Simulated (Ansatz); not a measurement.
The cell is built on a prototype and need not be the phase stable at ambient conditions.

By PBEsol, the system below comes out a metal.

The ballistic (Sharvin) conductance counts the channels at the Fermi level: G/A = (e²/h) × channels of both spins per area.

Here is the system:

```
CELL_PARAMETERS angstrom
      4.39039     0.00000     0.00000
      0.00000     6.20895     0.00000
      2.19519     3.10447     2.19519
ATOMIC_POSITIONS crystal
  Ge 0.00000 0.00000 0.00000
  Mo 0.00000 0.50000 0.00000
  Mo 0.50000 0.25000 0.00000
  Mo 0.50000 0.75000 0.00000
```

Space group of this cell: Fm-3m. The cell was relaxed by PBE-D3(BJ).

The current flows along the normal of the first two printed cell vectors. No spin-orbit coupling; the value is a mean over 0.1 eV about the Fermi level.

Compute, with PBEsol run with Ansatz (a first-principles code), the ballistic conductance per area.

0.96 × 10¹⁵ S/m² for both spins.
